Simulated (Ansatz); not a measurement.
BP (F-43m), r2SCAN with spin-orbit coupling, rigid bands in Ansatz (a first-principles code): Condition of this run: hydrostatic pressure 10 GPa (the target of the relaxation). band gap 1.32 eV, N_c = 4.33e19 cm⁻³ and N_v = 2.39e19 cm⁻³ at 300 K, conductivity masses of 0.328 mₑ (electrons) and 0.403 mₑ (holes). Take k_BT = 0.02585 eV.

Question: What built-in voltage has an abrupt junction with N_A = 1e17 and N_D = 1e17 cm⁻³, all dopants ionised?

Answer: V_bi = E_g/e − (k_BT/e) ln(N_c N_v/(N_A N_D)) = 1.32 − 0.02585 × 11.55 = 1.02 V. It follows the computed gap one for one.

Question: A film of it is 5 nm thick. Estimate the confinement energies in an infinite well.

Answer: ħ²π²/(2m t²) = 0.376 eV·nm²/(m/mₑ × t²) gives 45.9 meV for electrons and 37.3 meV for holes, so the gap would widen to about 1.40 eV. Finite barriers and nonparabolic bands lower this, and with several valleys or bands the heaviest mass along the normal sets the lowest level, not this average.

Question: Find the intrinsic carrier density and the intrinsic Fermi level.

Answer: n_i = √(N_c N_v) exp(−E_g/2k_BT) = 3.22e19 × exp(−25.53) = 2.6e8 cm⁻³. The level lies (k_BT/2) ln(N_v/N_c) = -8 meV from mid-gap (positive towards the conduction band). Each 0.1 eV added to the gap lowers n_i by a factor of 6.9.

Rigid, parabolic bands with the computed gap; masses take one relaxation time for all states.
